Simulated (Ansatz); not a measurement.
The starting structures come from a database of crystals and need not be the phases stable at ambient conditions.

By PBEsol, the system below comes out a metal.

A figure of merit of an interconnect metal is its ballistic conductance per area.

Input:

```
CELL_PARAMETERS angstrom
      3.86978     0.00000     0.00000
      0.00000     3.86978     0.00000
      0.00000     0.00000     3.98587
ATOMIC_POSITIONS crystal
  Ta 0.00000 0.00000 0.00000
  Rh 0.00000 0.50000 0.50000
  Rh 0.50000 0.00000 0.50000
  Rh 0.50000 0.50000 0.00000
```

Space group of this cell: P4/mmm. The cell is strained (lengths along the current scaled by 1.03, ions clamped); by PBEsol its mean pressure is -12.4 GPa.

The current flows along the normal of the first two printed cell vectors, the (001) (indices of the unstrained crystal) plane of the conventional cell. No spin-orbit coupling; the value is a mean over 0.1 eV about the Fermi level.

Task: Estimate the ballistic conductance per area that PBEsol in Ansatz (a program for electronic structure) returns for this system.

Result: 0.79 × 10¹⁵ S/m² for both spins.
